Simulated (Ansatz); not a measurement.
## Response to strain in CuI

Start from CuI in the zinc blende structure (space group F-43m, No. 216; a = 6.023 Å). Axes: x, y, z lie along the cube axes.

Strains are applied to the cell and any free atomic positions relax; under biaxial strain the out-of-plane vector relaxes too.

Level of theory: r2SCAN (Ansatz, an electronic-structure program, PAW, no SOC).

Notes on the quantities. in-plane stress: mean in-plane stress (compression positive); energy relative to the base: free energy F.

```csv
change,ratio −ε⊥/ε∥,in-plane stress,energy relative to the base
base,–,–,0 meV/atom
"biaxial strain +0.42 %, plane normal [111], relaxed out of plane",–,-0.3 GPa,+0.2 meV/atom
"biaxial strain +0.83 %, plane normal [111], relaxed out of plane",0.76,-0.7 GPa,+0.9 meV/atom
"biaxial strain +1.25 %, plane normal [111], relaxed out of plane",0.75,-1.0 GPa,+2.1 meV/atom
"biaxial strain +1.67 %, plane normal [111], relaxed out of plane",0.74,(withheld),(withheld)
"biaxial strain +2.08 %, plane normal [111], relaxed out of plane",0.74,-1.6 GPa,+5.8 meV/atom
```

Problem. What belongs in the blanks?

Solution. 
- biaxial strain +1.67 %, plane normal [111], relaxed out of plane, in-plane stress: -1.3 GPa
- biaxial strain +1.67 %, plane normal [111], relaxed out of plane, energy relative to the base: +3.7 meV/atom

Whether these cells are dynamically stable was not tested. The final runs are not spin-polarised.
